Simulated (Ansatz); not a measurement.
Start from InP in the zinc blende structure (space group F-43m, No. 216; a = 5.907 Å). Axes: x, y, z lie along the cube axes.

Calculations: r2SCAN (Ansatz, a quantum-chemistry and plane-wave program, PAW, no spin-orbit coupling).

Base values:

```
Property                             Value
---------------------  -------------------
Valence-band top at Γ  0.00, 0.00, 0.00 eV
Electron mass              0.074 mₑ (at Γ)
Gap character                  direct at Γ
```

Perturbation: biaxial strain +1.50 %, plane normal [001], relaxed out of plane (Cartesian); in-plane vectors clamped, the third vector and the atoms free.

### Question
How does this affect the out-of-plane strain, in-plane stress, valence-band top at Γ, electron mass and gap character?

### Answer
The out-of-plane strain comes out as -1.66 %; the mean in-plane stress (compression positive) is -1.3 GPa; the valence-band top at Γ (three highest levels, from the VBM) changes from 0.00, 0.00, 0.00 eV to 0.00, -0.14, -0.14 eV; the electron mass becomes 0.064 mₑ out of plane, 0.070 mₑ in plane (at Γ) (base: 0.074 mₑ (at Γ)); the gap character remains direct at Γ.

Masses are band curvatures over ±0.01 Å⁻¹ around the edge. Stability against distortions was not tested. k-point labels follow each cell's own Brillouin zone.
